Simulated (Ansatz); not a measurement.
Start from BeTe in the zinc blende structure (space group F-43m, No. 216; a = 5.605 Å).

Levels (all Ansatz, a quantum-chemistry and plane-wave program, PAW, earlier PAW set): PBEsol (420 eV, no spin-orbit coupling); r2SCAN (500 eV, no spin-orbit coupling); HSE06 (420 eV, scalar-relativistic without spin-orbit coupling); PBEsol+SOC (420 eV, spin-orbit coupling included); HSE06+SOC (420 eV, with spin-orbit coupling).

One geometry, relaxed with PBEsol, under each level:

Notes on the quantities. hole mass: degenerate bands, along [100].

The valence-band top lists the three highest levels at Γ (Kramers pairs under SOC), from the VBM.

| level | band gap | lowest conduction level above the VBM at special points | valence-band top at Γ | electron mass | hole mass | pressure |
|---|---|---|---|---|---|---|
| PBEsol | 1.84 eV | X 1.84 eV; K 2.61 eV; U 2.61 eV; L 3.08 eV | 0.00, 0.00, 0.00 eV | 1.4 mₑ along k, 0.25 mₑ across (at X) | 0.20, 0.33, 0.33 mₑ (at Γ) | 0.01 GPa |
| r2SCAN | 2.31 eV | X 2.31 eV; K 3.06 eV; U 3.06 eV; L 3.59 eV | – | 1.9 mₑ along k, 0.25 mₑ across (at X) | 0.21, 0.33, 0.33 mₑ (at Γ) | 1.75 GPa |
| HSE06 | 2.62 eV | X 2.62 eV; K 3.41 eV; U 3.41 eV; Γ 4.46 eV | – | – | – | – |
| PBEsol+SOC | ? | ? | ? | 1.4 mₑ along k, 0.25 mₑ across (at X) | ? | 0.02 GPa |
| HSE06+SOC | 2.31 eV | X 2.31 eV; K 3.08 eV; U 3.08 eV; Γ 4.09 eV | 0.00, 0.00, -1.01 eV | – | – | – |

Task: Give the withheld PBEsol+SOC results.

Result: 
- PBEsol+SOC, band gap: 1.54 eV
- PBEsol+SOC, lowest conduction level above the VBM at special points: X 1.54 eV; K 2.30 eV; U 2.30 eV; L 2.79 eV
- PBEsol+SOC, valence-band top at Γ: 0.00, 0.00, -0.96 eV
- PBEsol+SOC, hole mass: 0.21, 0.31 mₑ (at Γ)

Single points use the geometry relaxed with PBEsol. Their cutoffs differ, which shifts pressures a little. The hybrid gap comes from the SCF mesh plus the semilocal run's edge points and a few special points and is an upper bound. Differences between runs with and without spin-orbit coupling are approximate. With Te present, leaving out spin-orbit coupling can change the band edges. Effective masses come from finite differences of ±0.01 Å⁻¹. Along k means along the line from Γ to the band edge. Whether these cells are dynamically stable was not tested.
